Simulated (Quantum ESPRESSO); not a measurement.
Input and output of a self-consistent single point for Ba2RuN2 (P1, 5 atoms in the cell) (Quantum ESPRESSO).

Method: LDA (PZ), GBRV 1.5 ultrasoft (LDA) pseudopotentials (plane waves; Quantum ESPRESSO 7.5).

The change in words: atoms moved at random. Reference geometry:
```
CELL_PARAMETERS angstrom
     -2.09981     2.09981     6.60856
      2.09981    -2.09981     6.60856
      2.09981     2.09981    -6.60856
ATOMIC_POSITIONS crystal
  Ba 0.13901 0.13901 0.00000
  Ba 0.86099 0.86099 0.00000
  Ru 0.50000 0.50000 0.00000
  N  0.63796 0.63796 0.00000
  N  0.36204 0.36204 0.00000
```

Reference input (self-consistent single point, DFT, LDA (PZ), plane waves, GBRV 1.5 ultrasoft (LDA) pseudopotentials): ecutwfc = 40 Ry; ecutrho = 320 Ry; occupations = smearing; smearing = fermi-dirac; degauss = 0.0036749 Ry; potentials = {Ba: ba_lda_v1.uspp.F.UPF, Ru: ru_lda_v1.2.uspp.F.UPF, N: n_lda_v1.2.uspp.F.UPF}; K_POINTS = automatic 6 6 6 0 0 0; conv_thr = 1e-10 Ry; mixing_beta = 0.4. This run's input differs from it in these lines:

```diff
@@ -27,7 +27,7 @@
 ATOMIC_POSITIONS {bohr}
-Ba    0.00000000    0.00000000    3.47201883
-Ba    0.00000000    0.00000000   21.50473702
-Ru    0.00000000    0.00000000   12.48837793
-N     0.00000000    0.00000000   15.93417116
-N     0.00000000    0.00000000    9.04258469
+Ba    0.06841359   -0.12016522    3.41093818
+Ba   -0.16699645    0.16667900   21.49565797
+Ru    0.05271588    0.06090599   12.43836197
+N     0.08258755   -0.03520080   15.95416506
+N    -0.03672851   -0.07221897    9.14279143
 K_POINTS {automatic}
```

The program printed (abridged):

```
     Self-consistent Calculation

     iteration #  1     ecut=    40.00 Ry     beta= 0.40

     negative rho (up, down):  2.607E-01 0.000E+00

     total energy              =    -375.22387984 Ry
     estimated scf accuracy    <       1.36661535 Ry

     iteration #  2     ecut=    40.00 Ry     beta= 0.40

     negative rho (up, down):  2.580E-01 0.000E+00

     total energy              =    -375.34580021 Ry
     estimated scf accuracy    <       1.26171225 Ry

     iteration #  3     ecut=    40.00 Ry     beta= 0.40

     negative rho (up, down):  2.555E-01 0.000E+00

     total energy              =    -375.53228954 Ry
     estimated scf accuracy    <       0.39525902 Ry

   [... 9 blocks of this kind left out ...]

     iteration # 13     ecut=    40.00 Ry     beta= 0.40

     negative rho (up, down):  2.502E-01 0.000E+00

     total energy              =    -375.58185405 Ry
     estimated scf accuracy    <          1.2E-09 Ry

     iteration # 14     ecut=    40.00 Ry     beta= 0.40

     negative rho (up, down):  2.502E-01 0.000E+00
     End of self-consistent calculation

     Number of k-points >= 100: set verbosity='high' to print the bands.

     the Fermi energy is     9.8267 ev

!    total energy              =    -375.58185408 Ry
     estimated scf accuracy    <          3.7E-11 Ry
     smearing contrib. (-TS)   =      -0.00028797 Ry
     internal energy E=F+TS    =    -375.58156611 Ry

     convergence has been achieved in  14 iterations

     negative rho (up, down):  2.502E-01 0.000E+00

     Forces acting on atoms (cartesian axes, Ry/au):

     atom    1 type  1   force =    -0.00191217    0.00667918   -0.00009987
     atom    2 type  1   force =     0.00927901   -0.00590654   -0.00031466
     atom    3 type  2   force =    -0.00491218   -0.00252512    0.08818903
     atom    4 type  3   force =    -0.00257634    0.00231907   -0.04222330
   [... lines left out ...]
     Total force =     0.108845     Total SCF correction =     0.000010
   [... lines left out ...]

     negative rho (up, down):  2.502E-01 0.000E+00
          total   stress  (Ry/bohr**3)                   (kbar)     P=      -47.39
  -0.00032335  -0.00001107   0.00000950          -47.57       -1.63        1.40
  -0.00001107  -0.00032062   0.00000998           -1.63      -47.17        1.47
   0.00000950   0.00000998  -0.00032252            1.40        1.47      -47.45

   JOB DONE.
```

The run converged in 14 iterations. Against the reference run the free energy rises by 14.7 meV/atom, the pressure goes from -6.21 to -4.74 GPa and the largest force goes from 0.794 to 2.272 eV/Å.

The starting cell comes from a database of computed structures (which also holds hypothetical and non-ambient phases and stackings), without a prior relaxation at this level. For this run, on top of that: atoms moved at random. Spin polarisation is off. With a pressure of about -5 GPa the cell is away from its equilibrium volume at this level. Forces in this geometry exceed 1 eV/Å.

Cost on one core of a shared machine: roughly 5 min.
